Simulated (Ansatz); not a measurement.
## Amorphous Hf$_{18}$O$_{39}$Sc$_{2}$

Preparation: random packing, a CHGNet melt and quench, and a DFT relaxation. O atoms were pushed apart under 1.9 Å during the dynamics, to hinder bonds among them. The hot cell started wider than the set density and was brought back towards it in steps. It is the lowest in DFT energy of 2 quenches. It is a model cell: composition and starting density were chosen by hand, and all elements were melted together. No dispersion term was used.

Methods: PBE, scalar-relativistic without spin-orbit coupling (Ansatz, an electronic-structure program); r2SCAN, scalar-relativistic without spin-orbit coupling (Ansatz); HSE06, scalar-relativistic without spin-orbit coupling (Ansatz). Geometry, pressure, stress and energy are those of the PBE run. Its sampling: a 2×2×2 Γ-centred mesh; Fermi-Dirac width 0.02 eV; no spin polarisation. Other functionals are single points at the zone centre (r2SCAN at 500 eV; exact exchange cut at the cell's faces), free to take moments where seeds were set. At PBE the levels at the filled edge of the gap are localised (band-tail or defect states).

| Property | Result |
|---|---|
| Number of atoms in the cell | 59 |
| Density (held, not predicted) | 8.55 g/cm³ |
| Volume per atom | 12.93 Å³ |
| Pressure on a 2×2×2 Γ-centred mesh | 25.7 kbar |
| Largest force and stress component on that mesh (the relaxation ran on the zone centre alone) | 0.08 eV/Å and 2.6 GPa |
| Level gap on a 2×2×2 Γ-centred mesh (PBE) | 3.84 eV |
| Level gap at the zone centre (PBE) | 3.91 eV |
| Level gap at the zone centre (r2SCAN) | 4.38 eV |
| Level gap at the zone centre (HSE06) | 5.46 eV |

Cut-offs for bonds: Hf-Hf 3.34 Å, Hf-O 2.70 Å, Hf-Sc 3.38 Å, O-O 1.58 Å, O-Sc 2.60 Å, Sc-Sc 3.41 Å. Two cations that share two anions don't count as bonded, nor two that share one unless they lie closer than Hf-Hf 3.25 Å, Hf-Sc 3.28 Å, Sc-Sc 3.32 Å.

```json
{
 "Mean coordination of Hf by anions": "6.11 (3 with 5, 11 with 6, 3 with 7, 1 with 8)",
 "Mean coordination of O": "3.15 (1 with 2, 31 with 3, 7 with 4)",
 "Mean coordination of Sc by anions": "6.50 (1 with 6, 1 with 7)",
 "Mean Hf-O bond": "2.123 Å (spread 0.112 Å, 110 counted)",
 "Mean O-Sc bond": "2.165 Å (spread 0.163 Å, 13 counted)"
}
```

Its density started from a set value of 8.55 g/cm³. Cooling (nominally 450 K/ps over its main leg) ran many orders faster than in experiment, which tends to leave more defects and strain. Values belong to this one cell and scatter from quench to quench. The volume was held where the preparation left it and the shape relaxed, at a PBE pressure of 2.6 GPa. Stress components on the final sampling reach 2.6 GPa.
